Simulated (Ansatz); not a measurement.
Band structure of ZrGe (Pnma, 8 atoms in the cell).

```yaml
crystal:
  lattice:
    - [7.09613, 0.00000, 0.00000]
    - [0.00000, 3.91511, 0.00000]
    - [0.00000, 0.00000, 5.41275]
  atoms:
    - { symbol: Zr, position: [0.17608, 0.25000, 0.63089] }
    - { symbol: Zr, position: [0.82392, 0.75000, 0.36911] }
    - { symbol: Zr, position: [0.32392, 0.75000, 0.13089] }
    - { symbol: Zr, position: [0.67608, 0.25000, 0.86911] }
    - { symbol: Ge, position: [0.04832, 0.25000, 0.15219] }
    - { symbol: Ge, position: [0.95168, 0.75000, 0.84781] }
    - { symbol: Ge, position: [0.45168, 0.75000, 0.65219] }
    - { symbol: Ge, position: [0.54832, 0.25000, 0.34781] }
```

Level of theory: PBEsol, PAW files made with PBE (plane waves; Ansatz, a quantum-chemistry and plane-wave program).

Settings: kpoints.mp_grid.grid = 3 4 3; hamiltonian.xc = pbesol; hamiltonian.pseudopotentials = {kind: paw} (the program's default PAW files); scf.occupations.method = gaussian; scf.occupations.width = 0.272 eV; kpoints.band_path.npoints = 8.

The starting cell comes from a database of computed structures (which also holds hypothetical and non-ambient phases and stackings), without a prior relaxation at this level.

Levels in eV from the Fermi level, bands 49 to 56:
```
point     49     50     51     52    53    54    55    56
-----  -----  -----  -----  -----  ----  ----  ----  ----
Γ      -0.77  -0.74  -0.37  -0.28  0.55  0.56  0.64  0.93
X      -1.80  -1.80  -1.54  -1.54  2.16  2.16  2.17  2.17
S      -0.86  -0.86  -0.64  -0.64  0.02  0.02  0.80  0.80
Y      -0.98  -0.98  -0.27  -0.27  0.89  0.89  0.90  0.90
Z      -1.02  -1.02  -0.23  -0.23  0.25  0.25  0.84  0.84
U      -1.82  -1.82  -1.82  -1.82  2.37  2.37  2.37  2.37
R      -1.52  -1.52  -1.52  -1.52  1.71  1.71  1.71  1.71
T      -0.90  -0.90  -0.86  -0.86  0.52  0.52  1.10  1.10
```

Keys are those of Ansatz 0.2.
